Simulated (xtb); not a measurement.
xtb 6.7.1, GFN2-xTB: Si(Cl)(H)(OAc)2 (CC(=O)O[SiH](Cl)OC(C)=O), 17 atoms. The geometry is a generated start, not checked to be a minimum at this level.

```
Quantity                                                                                                       Result
------------------------  -------------------------------------------------------------------------------------------
method                                                                                                       GFN2-xTB
--acc                                                                                                     1 (default)
--etemp (K)                                                                                             300 (default)
detailed input (--input)  none: ANC optimiser, Lindh (1995) Hessian, microcycle=20, maxdispl=1.0, hlow=0.01 (default)
basis functions                                                                                                    59
valence electrons                                                                                                  58
```

```xyz
17

Si    -0.1738    -1.2267     0.7348
Cl     0.0522    -3.0962     0.1072
O     -1.4643    -0.7260    -0.1520
C     -2.0530     0.4784    -0.1143
C     -3.2073     0.5645    -1.0685
O     -1.6803     1.3504     0.6161
O      1.0721    -0.3057     0.1946
C      2.3148    -0.2333     0.7081
C      3.1881     0.6874    -0.0894
O      2.6359    -0.8510     1.6815
H     -0.3945    -1.0844     2.1555
H     -3.6443     1.5581    -1.0320
H     -2.8659     0.3394    -2.0763
H     -3.9507    -0.1809    -0.7916
H      4.1580     0.7828     0.3889
H      2.7063     1.6592    -0.1694
H      3.3068     0.2840    -1.0933
```

The structure is relaxed from this start with --opt LEVEL for the levels crude, sloppy, loose, lax, normal, tight, vtight, extreme, once each. Up to the end of the extreme run atoms move by at most 0.15 Å along an axis.

Question: Which level is enough to come within 1 meV of the tightest end point?

Answer: normal: 9 cycles against 26, ending 0.45 meV above.

| level | cycles | energy above the extreme run (meV) | gradient norm (eV/Å) |
|---|---|---|---|
| crude | 1 | 2.9 | 0.19 |
| sloppy | 1 | 2.9 | 0.19 |
| loose | 1 | 2.9 | 0.19 |
| lax | 2 | 2.4 | 0.092 |
| normal | 9 | 0.45 | 0.051 |
| tight | 14 | 0.11 | 0.015 |
| vtight | 24 | under 0.01 | 0.0060 |
| extreme | 26 | — | 0.0020 |
